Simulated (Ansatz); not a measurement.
The reference is TlBr in the CsCl type structure (space group Pm-3m, No. 221; a = 3.8395 Å). Axes: x, y, z lie along the cube axes.

All numbers come from LDA in Ansatz (plane waves to 420 eV, PAW, no spin-orbit coupling).

Strains are applied to the cell and any free atomic positions relax; under biaxial strain the out-of-plane vector relaxes too.

One change was made to it. Results:

```tsv
quantity	base	after
band gap	1.37 eV	1.33 eV
pressure (mean of the normal stresses, compression positive)	-0.01 GPa	-0.17 GPa
electron mass	0.12 mₑ along k, 0.19 mₑ across (at X)	0.11 mₑ along k, 0.19 mₑ across (at X)
volume per atom	28.30 Å³	28.44 Å³
```

### Question
Which of these changes matches the shifts?
A) biaxial strain +1.00 %, plane normal [001], relaxed out of plane
B) biaxial strain +0.50 %, plane normal [001], relaxed out of plane
C) biaxial strain +1.50 %, plane normal [001], relaxed out of plane

### Answer
B, biaxial strain +0.50 %, plane normal [001], relaxed out of plane. For comparison, the volume per atom in the other runs: biaxial strain +1.00 %, plane normal [001], relaxed out of plane gives 28.59 Å³; biaxial strain +1.50 %, plane normal [001], relaxed out of plane gives 28.73 Å³.

With Tl present, leaving out spin-orbit coupling can change the band edges. Masses are band curvatures over ±0.01 Å⁻¹ around the edge. Along k means along the line from Γ to the band edge. Stability against distortions was not tested.

Ansatz is a first-principles code.
